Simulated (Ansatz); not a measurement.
```yaml
crystal:
  lattice:
    - [0.00000, 2.69581, 2.79951]
    - [2.69581, 0.00000, 2.79951]
    - [2.69581, 2.69581, 0.00000]
  atoms:
    - { symbol: P, position: [0.75000, 0.75000, 0.75000] }
    - { symbol: Ga, position: [0.00000, 0.00000, 0.00000] }
```

No spin polarisation.

Computed with PBEsol (Ansatz, a program for electronic structure, PAW, without spin-orbit coupling). Settings: 11×11×11 k-points, 0.05 eV Fermi–Dirac smearing.

Predict the electron mass, valence-band top at Γ and smallest direct gap.


- Electron mass: 1.0 mₑ along k, 0.23 mₑ across (off the special points)
- Valence-band top at Γ (three highest levels, from the VBM): 0.00, 0.00, -0.23 eV
- Smallest direct gap: 1.62 eV

Load acts through the strain it causes; cell and atoms are relaxed under it. Effective masses come from finite differences of ±0.01 Å⁻¹. Along k means along the line from Γ to the band edge. Stability under load was not tested beyond the relaxation. The cell was made from GaP in the zinc blende structure (space group F-43m, No. 216) by this change: uniaxial stress, 3 GPa tension along z.
